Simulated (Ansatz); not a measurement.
# Several settings converged on LuAu4 (I4, 5 atoms in the cell)

```yaml
crystal:
  lattice:
    - [-3.33299, 3.33299, 2.06013]
    - [3.33299, -3.33299, 2.06013]
    - [3.33299, 3.33299, -2.06013]
  atoms:
    - { symbol: Lu, position: [0.01213, 0.01213, 0.00000] }
    - { symbol: Au, position: [0.20015, 0.39883, 0.59898] }
    - { symbol: Au, position: [0.79985, 0.60117, 0.40102] }
    - { symbol: Au, position: [0.39883, 0.79985, 0.19868] }
    - { symbol: Au, position: [0.60117, 0.20015, 0.80132] }
```

Base method: LDA (PW92), default PAW files made with PBE (plane waves; Ansatz, a quantum-chemistry and plane-wave program).

Base settings: basis.ecutwfc = 420 eV; kpoints.mp_grid.grid = 5 5 5; hamiltonian.xc = lda; hamiltonian.pseudopotentials = {kind: paw} (the program's default PAW files); scf.occupations.method = fermi_dirac; scf.occupations.width = 0.1 eV.

The count of work is k-points × plane waves × bands × iterations; it is no time. Core times come from one kind of shared machine, to one figure; runs under 30 s give none.

**The cutoff for other potential files**

Level: DFT, LDA (PW92), plane waves, harder PAW files (source: ansatz) made with PBE.

In this ladder: hamiltonian.pseudopotentials = {kind: paw, source: ansatz}.

The second cell is the first with its lattice scaled by 0.98.

The mesh stays at the base's, so the ladder's end is converged at best in this setting alone.

The first pressure column holds Ansatz's estimate of the finite-basis (Pulay) stress, which hides part of the cutoff error; the other is without it.

Only quantities that move along the ladder and can be compared are tabulated.

```tsv
basis.ecutwfc	free energy less the last step's (meV/atom)	energy of the compressed cell less the first (meV/atom)	pressure (GPa)	pressure without the Pulay estimate (GPa)	largest difference of a force vector from the last step's (eV/Å)	count of work / last	core time / last (rough)
305 eV	17572.62	-68.03	-20.80	-963.79	0.071	0.095	–
375 eV	2214.21	9.14	-6.12	-149.11	0.024	0.15	–
475 eV	98.40	-15.50	-6.66	-15.90	0.003	0.20	–
580 eV	1.62	-15.58	-6.58	-6.79	0.000	0.27	0.3
680 eV	0.52	-15.58	-6.58	-6.59	0.000	0.35	0.4
815 eV	0.36	-15.58	-6.58	-6.58	0.000	0.46	0.5
1020 eV	0.17	-15.59	-6.58	-6.59	0.000	0.65	0.7
1360 eV	0.00	-15.59	-6.58	-6.58	0.000	1.0	1
```

Coarsest basis.ecutwfc that holds the pressure without the Pulay estimate within 0.1 GPa of the last step, with all finer ones: 680 eV, at 0.35 of the last step's count of work and about 0.4 of the last step's time; the step before is off by 0.21 GPa.

Coarsest basis.ecutwfc that holds the pressure within 0.5 GPa of the last step, with all finer ones: 375 eV, at 0.15 of the last step's count of work; the step before is off by 14 GPa.

Coarsest basis.ecutwfc that holds the energy of the compressed cell less the first within 2 meV/atom of the last step, with all finer ones: 475 eV, at 0.20 of the last step's count of work; the step before is off by 25 meV/atom.

The energy difference between the two cells stays within 1 meV/atom of the last step's from 475 eV on, the total only from 680 eV on: much of the error is common to both cells and cancels.

At the lowest cutoff the pressure without the Pulay estimate lies 957 GPa under the last step's, the usual sign of Pulay stress in an incomplete plane-wave basis.

**The density cutoff**

The mesh stays at the base's, so the ladder's end is converged at best in this setting alone.

Only quantities that move along the ladder and can be compared are tabulated.

```tsv
basis.ecutrho_ratio	free energy less the last step's (meV/atom)
2	-1.25
3	-0.27
4	-0.09
5	-0.03
6	-0.02
8	-0.01
10	0.00
12	0.00
16	0.00
```

Coarsest basis.ecutrho_ratio that holds the free energy within 1 meV/atom of the last step, with all finer ones: 3; the step before is off by 1.3 meV/atom.

**The relaxed cell against the cutoff**

On LuAu₄ (I4/m, 5 atoms in the cell): atoms on their sites.

In this ladder: relax = cell and atoms.

The mesh stays at the base's, so the ladder's end is converged at best in this setting alone.

Only quantities that move along the ladder and can be compared are tabulated.

```tsv
basis.ecutwfc	relaxed volume (Å³/atom)	relaxation steps	core time / last (rough)
210 eV	19.111	106	2
250 eV	17.785	52	1
295 eV	17.475	25	0.7
355 eV	17.477	9	0.4
420 eV	17.475	7	0.4
505 eV	17.475	7	0.7
630 eV	17.475	7	0.8
840 eV	17.474	7	1
```

Coarsest basis.ecutwfc that holds the relaxed volume within 0.035 Å³/atom of the last step, with all finer ones: 295 eV; the step before is off by 0.31 Å³/atom.

At the lowest cutoff the cell relaxes to a volume 9.4 % larger than at the highest. Ansatz relaxes on a stress corrected for the finite basis.

On the base run: the starting cell comes from a database of computed structures (which also holds hypothetical and non-ambient phases and stackings), without a prior relaxation at this level. Its lattice was rescaled by up to half a per cent. One atom was moved a little off its site on purpose.

Keys are those of Ansatz 0.2.
